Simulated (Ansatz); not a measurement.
The parent structure is ZrB$_{2}$ (space group P6/mmm, No. 191; a = 3.1552 Å, c = 3.5062 Å; relaxed with 0.1 eV smearing).

The values are results of PBEsol/PAW in Ansatz (an electronic-structure program), no spin-orbit coupling, not measurements.

Before the change:

Pressure: 0.0 GPa
Band gap: zero

Modification: every lattice vector is shortened by 2.00 %; the atoms relax in the strained cell.

Task: Estimate the effect on the pressure, energy relative to the base and band gap.

Result: The pressure (mean of the normal stresses, compression positive) goes from zero to 17.1 GPa; the energy rises by 30 meV/atom; the band gap stays zero.

Whether these cells are dynamically stable was not tested. All final runs are without spin polarisation.
